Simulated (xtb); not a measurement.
xtb 6.7.1, GFN2-xTB: [OH][Al]([OH])[O][Si](O)(O)O, 13 atoms. The geometry is a generated start, not checked to be a minimum at this level.

```yaml
method: GFN2-xTB
"--acc": 1 (default)
"--etemp (K)": 300 (default)
detailed input (--input): "none: ANC optimiser, Lindh (1995) Hessian, microcycle=20, maxdispl=1.0, hlow=0.01 (default)"
basis_functions: 49
valence_electrons: 48
```

```xyz
13

Si    -1.3313     0.0397    -0.1481
O     -1.8790     1.0658    -1.2752
O     -2.0328     0.4565     1.2632
O     -1.6832    -1.4718    -0.6155
O      0.2757     0.0909     0.0097
Al     1.9386    -0.0609     0.1336
O      2.6486    -1.5022     0.5230
O      2.9254     1.2423    -0.0940
H     -1.9394     1.9899    -1.0522
H     -1.7293     0.0324     2.0602
H     -2.4872    -1.6317    -1.1008
H      2.3835    -2.4025     0.6551
H      2.9103     2.1517    -0.3590
```

The structure is relaxed from this start with --opt LEVEL for the levels crude, sloppy, loose, lax, normal, tight, vtight, extreme, once each. Up to the end of the extreme run atoms move by at most 0.57 Å along an axis.

**Question.** Choose the cheapest level whose final energy lies within 5 meV of that of extreme.

**Answer.** tight: 60 cycles against 68, ending 0.026 meV above.

| level | cycles | energy above the extreme run (meV) | gradient norm (eV/Å) |
|---|---|---|---|
| crude | 1 | 26 | 0.12 |
| sloppy | 1 | 26 | 0.12 |
| loose | 1 | 26 | 0.12 |
| lax | 1 | 26 | 0.12 |
| normal | 10 | 23 | 0.034 |
| tight | 60 | 0.026 | 0.015 |
| vtight | 66 | under 0.01 | 0.0041 |
| extreme | 68 | — | 0.0019 |
